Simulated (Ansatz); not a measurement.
Start from Pt in the fcc (Cu type) structure (space group Fm-3m, No. 225; a = 3.9183 Å).

Levels (all Ansatz, a first-principles code, PAW): PBEsol (420 eV, no spin-orbit coupling); PBEsol+SOC (420 eV, with spin-orbit coupling).

The geometry is relaxed with PBEsol.

| Quantity | Result |
|---|---|
| PBEsol pressure | 0.0 GPa |

What does PBEsol+SOC give at this geometry for the pressure?

The pressure goes from zero to 0.3 GPa.

Single points use the geometry relaxed with PBEsol. The spin-orbit shifts are approximate. Stability against distortions was not tested. The runs without spin-orbit coupling are not spin-polarised.
